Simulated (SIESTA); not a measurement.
Band structure of MnAgO₂ (C2/m, 4 atoms in the cell).

```xyz
4
Lattice="2.7832 -1.4564 0.0000 2.7832 1.4564 0.0000 -1.3168 0.0000 6.2320" Properties=species:S:1:pos:R:3 pbc="T T T"
Mn     2.1248     0.0000     3.1160
Ag     0.0000     0.0000     0.0000
O      0.1202     0.0000     2.0916
O      4.1294     0.0000     4.1404
```
Moments meant for the start (each program seeds them in its own way; μB, in the order of the atoms Mn Ag O O): 4.0 0.0 0.0 0.0.

Method of the run: SIESTA with GGA PBEsol, numerical atomic orbitals DZP, PseudoDojo PBEsol standard norm-conserving potentials (rewritten from UPF to PSML).

Settings: XC.functional = GGA; XC.authors = PBEsol; potentials = PseudoDojo PBEsol standard; PAO.BasisSize = DZP; PAO.EnergyShift = 0.005 Ry; MeshCutoff = 300 Ry; kgrid.MonkhorstPack = 7 7 3; OccupationFunction = FD; ElectronicTemperature = 50 meV; Spin = polarized; DM.InitSpin = [1 +4.00, 2 +0.00, 3 +0.00, 4 +0.00]; MaxSCFIterations = 150; SCF.Mixer.Method = Broyden; SCF.Mixer.Weight = 0.1.

The starting cell comes from a database of computed structures (which also holds hypothetical and non-ambient phases and stackings), without a prior relaxation at this level. Its lattice was rescaled by a random factor within 2.5 % of one. With one magnetic atom in the cell only a parallel order is possible. Values carry the incompleteness of an atom-centred basis.

Levels in eV from the Fermi level, bands 22 to 27 of the first spin channel:
```json
[
 {"point": "Γ", "22": "-2.98", "23": "-2.85", "24": "-2.50", "25": "0.11", "26": "0.72", "27": "1.40"},
 {"point": "Y", "22": "-2.60", "23": "-2.18", "24": "-1.91", "25": "-0.29", "26": "1.34", "27": "1.71"},
 {"point": "F", "22": "-2.60", "23": "-2.13", "24": "-1.85", "25": "-0.42", "26": "1.24", "27": "1.61"},
 {"point": "L", "22": "-2.61", "23": "-2.13", "24": "-1.69", "25": "-0.52", "26": "1.17", "27": "1.67"},
 {"point": "I", "22": "-2.77", "23": "-2.30", "24": "-1.25", "25": "-0.54", "26": "0.74", "27": "4.34"},
 {"point": "I1", "22": "-2.77", "23": "-2.30", "24": "-1.25", "25": "-0.54", "26": "0.74", "27": "4.34"},
 {"point": "Z", "22": "-2.36", "23": "-2.23", "24": "-1.98", "25": "0.01", "26": "1.24", "27": "1.84"},
 {"point": "F1", "22": "-2.60", "23": "-2.13", "24": "-1.85", "25": "-0.42", "26": "1.24", "27": "1.61"},
 {"point": "X1", "22": "-2.77", "23": "-1.92", "24": "-1.60", "25": "-0.38", "26": "0.56", "27": "4.70"},
 {"point": "X", "22": "-2.77", "23": "-1.92", "24": "-1.60", "25": "-0.38", "26": "0.56", "27": "4.70"},
 {"point": "N", "22": "-2.65", "23": "-2.19", "24": "-1.57", "25": "-0.28", "26": "0.70", "27": "2.21"},
 {"point": "M", "22": "-2.67", "23": "-2.56", "24": "-1.71", "25": "0.04", "26": "0.89", "27": "2.21"}
]
```

Bands cross the Fermi level along this path, so the cell is metallic at this level.

Higher empty bands are left out: an atom-centred basis made for the valence describes them poorly.

The net moment of the cell came out as 3.97 μB.
